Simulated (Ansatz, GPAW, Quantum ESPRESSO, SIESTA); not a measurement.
One structure in several programs: Ni2Ge (P6_3/mmc, 6 atoms in the cell)

Self-consistent single point.

```yaml
crystal:
  lattice:
    - [3.97981, 0.00000, 0.00000]
    - [-1.98991, 3.44662, 0.00000]
    - [0.00000, 0.00000, 5.02388]
  atoms:
    - { symbol: Ni, position: [0.66667, 0.33333, 0.25000] }
    - { symbol: Ni, position: [0.33333, 0.66667, 0.75000] }
    - { symbol: Ni, position: [0.00000, 0.00000, 0.00000] }
    - { symbol: Ni, position: [0.00000, 0.00000, 0.50000] }
    - { symbol: Ge, position: [0.66667, 0.33333, 0.75000] }
    - { symbol: Ge, position: [0.33333, 0.66667, 0.25000] }
```

All programs got the same cell, k-point mesh and kind of occupations (in Ansatz's words: kpoints.mp_grid.grid = 9 9 6; scf.occupations.method = gaussian; scf.occupations.width = 0.272 eV); potentials, basis and cutoffs are each program's usual ones.

| code | model | pressure (GPa) | k-points | cutoff |
|---|---|---|---|---|
| GPAW | PBEsol, GPAW PAW datasets PBEsol (made by gpaw-setup) | 0.90 | 48 | 850 eV |
| Ansatz | PBEsol, default PAW files made with PBE | -1.07 | 48 | default |
| SIESTA | GGA PBEsol, numerical atomic orbitals DZP, PseudoDojo PBEsol standard norm-conserving potentials (rewritten from UPF to PSML) | 1.51 | 248 | grid 400 Ry |
| Quantum ESPRESSO | PBEsol, PSlibrary ultrasoft (PBE) pseudopotentials | 0.80 | 48 | 50 Ry |

The spread over the programs that give each value: pressure within 2.58 GPa.

The starting cell comes from a database of computed structures (which also holds hypothetical and non-ambient phases and stackings), without a prior relaxation at this level. On Ansatz's run: Spin polarisation is off.

### Question
Why do the programs differ, and what cannot be compared?

### Answer
Differences of this kind can come from the potentials, where these differ, and from what each basis and cutoff leave unconverged. The valence holds different numbers of electrons (GPAW 72, Ansatz (an electronic-structure program) 100, SIESTA 100, Quantum ESPRESSO 48). The zero of total energies and Fermi levels follows the potentials and each program's conventions, so they are not compared here. SIESTA uses small atom-centred bases, whose incompleteness enters pressures, forces and empty levels differently from a plane-wave cutoff. Ansatz's pressure is given at a fixed set of plane waves, as the other plane-wave codes print theirs; with its correction for the finite basis it is -1.01 GPa. The programs reduce the same mesh by symmetry to different extents, which changes the work and not the result. In the pressure, Ansatz (by 1.88) lies more than 1 GPa from the median of the plane-wave programs.

Left out of this page: ABINIT (stopped by limits of time or memory); Elk and FLEUR (not drawn, or without a comparable value).

Keys are those of Ansatz 0.2.
